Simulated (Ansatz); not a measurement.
# Carrier properties of BeS (F-43m)

Data:

```
CELL_PARAMETERS angstrom
      0.00000     2.41874     2.41874
      2.41874     0.00000     2.41874
      2.41874     2.41874     0.00000
ATOMIC_POSITIONS crystal
  Be 0.00000 0.00000 0.00000
  S  0.75000 0.75000 0.75000
```

Method: HSE06, rigid bands (plane waves, PAW, scalar-relativistic; Ansatz, a quantum-chemistry and plane-wave program). How the cell was made: cell and atoms relaxed with PBEsol.

```json
{
  "band_gap": "4.04 eV",
  "electron conductivity mass (300 K, dilute)": "0.36 mₑ",
  "hole conductivity mass (300 K, dilute)": "0.64 mₑ",
  "effective density of states N_c (300 K)": "1.8e19 cm⁻³",
  "effective density of states N_v (300 K)": "7.8e19 cm⁻³",
  "density_of_states_mass_electrons": "0.81 mₑ",
  "density_of_states_mass_holes": "2.1 mₑ",
  "Seebeck coefficient, n-type 1e19 cm⁻³, 300 K": "-272 μV/K",
  "best n-type power factor at 300 K for τ = 10 fs (best axis; densities from 1e16 to 1e21 cm⁻³ tried, whether or not they can be reached)": "8.3 μW/(cm·K²) at 1e20 cm⁻³",
  "Seebeck coefficient, p-type 1e19 cm⁻³, 300 K": "391 μV/K",
  "best p-type power factor at 300 K for τ = 10 fs (best axis; densities from 1e16 to 1e21 cm⁻³ tried, whether or not they can be reached)": "19.3 μW/(cm·K²) at 3e20 cm⁻³"
}
```

Rigid bands; masses and Seebeck coefficients take one relaxation time τ for all states and one kind of carrier; polarons and phonon drag are left out. Spin-orbit coupling is left out; where it splits the top of the valence band, N_v and the p-type Seebeck coefficient come out somewhat high without it. Geometry: cell and atoms relaxed with PBEsol.
